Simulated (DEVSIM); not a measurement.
Device: Ni/Al2O3/SiO2/n-Si capacitor, at 250 K.

Layer 1 from the left is Al2O3, thickness (nm) 6.00. Layer 2 from the left is SiO2, thickness (nm) 0.750. Layer 3 from the left is Si, thickness (nm) 6000, Nd (cm⁻³) 9.1e15.

Metal gate on the left, work function 5.1 eV. Fixed charge at the semiconductor interface 3.8e10 cm⁻² (in units of +e); no interface traps.

Constants are typed, rounded textbook-type inputs, not results; the design itself was drawn at random and stands for no fabricated device. Values at 300 K; Nc and Nv go as T^1.5, mobilities as T to minus their exponent, the gap by Varshni's rule with the affinity fixed.

Al2O3: gap (eV) 6.8, affinity (eV) 1.35, permittivity 9. SiO2: gap (eV) 9, affinity (eV) 0.9, permittivity 3.9. Si: gap (eV) 1.124, affinity (eV) 4.05, permittivity 11.7, Nc (cm⁻³) 2.86e19, Nv (cm⁻³) 3.1e19, Varshni α (eV/K) 0.000473, Varshni β (K) 636.

Simulated with DEVSIM: 1D Poisson equation in equilibrium, Boltzmann statistics, complete ionisation; no quantum confinement or tunnelling. Metal contacts follow the ideal Schottky-Mott rule: no Fermi-level pinning, no interface dipoles.

Task: What does the simulation give for the flat-band voltage, the minimum of the low-frequency capacitance?

Result: flat-band voltage 0.88 V; minimum of the low-frequency capacitance 0.0329 μF/cm².
